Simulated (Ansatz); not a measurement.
Al under a change: uniaxial strain ε_zz = +0.50 %

Base system: Al in the fcc (Cu type) structure (space group Fm-3m, No. 225; a = 3.994 Å; relaxed with 0.1 eV smearing). Axes: x, y, z lie along the cube axes.

Now apply this change: uniaxial strain ε_zz = +0.50 %, all other strain components held at zero; the atoms relax in the strained cell.

Level of theory: Ansatz (a first-principles code) r2SCAN, without spin-orbit coupling. Settings: 28×28×28 k-points, 0.1 eV Fermi–Dirac smearing.

The space group becomes I4/mmm (No. 139) (base: Fm-3m (No. 225)) and the shortest interatomic distance is still 5.336 bohr. The energy is nearly the same and the pressure (mean of the normal stresses, compression positive) goes from zero to -0.5 GPa. The band gap remains zero and the stress (xx, yy, zz, yz, xz, xy; compression positive) comes out as (-0.4, -0.4, -0.6, 0.0, 0.0, 0.0) GPa.

Final structure:

```xyz
1
Lattice="0.0000 1.9968 2.0068 1.9968 0.0000 2.0068 1.9968 1.9968 0.0000" Properties=species:S:1:pos:R:3 pbc="T T T"
Al     0.0000     0.0000     0.0000
```

Cost of the whole job for the changed cell (relaxation, final SCF and bands): around 20 core-seconds (rough).

Stability against distortions was not tested.
